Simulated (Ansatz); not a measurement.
We consider SiNF (model structure, Pmn2₁, No. 31, 6 atoms in the cell), described by PBEsol (plane waves, PAW; Ansatz, a first-principles code).

Numerical settings: plane-wave cutoff 520 eV, 12×6×8 k mesh (along the axes of the cell as run), Fermi–Dirac smearing 0.01 eV, scalar-relativistic PAW data made under PBE.

Cell (relaxed at this level):

```
CELL_PARAMETERS angstrom
      2.90161     0.00000     0.00000
      0.00000     5.38230     0.00000
      0.00000     0.00000     4.81923
ATOMIC_POSITIONS crystal
  Si 0.00000 0.39399 0.98726
  N  0.50000 0.47390 0.81497
  F  0.00000 0.10117 0.03110
  Si 0.50000 0.60601 0.48726
  N  0.00000 0.52610 0.31497
  F  0.50000 0.89883 0.53110
```

Give the computed band gap and Γ–Γ gap.


- band gap: 5.12 eV (on the SCF k mesh)
- Γ–Γ gap: 5.18 eV

Note: the relaxation could raise the start's symmetry but not lower it, so the cell can be a saddle point.

The computed numbers hold no vibrational or temperature effects.

A model structure was made by putting elements into a prototype or built by hand; it is no filed structure, need not be a known phase, and can be a saddle point held by its symmetry.
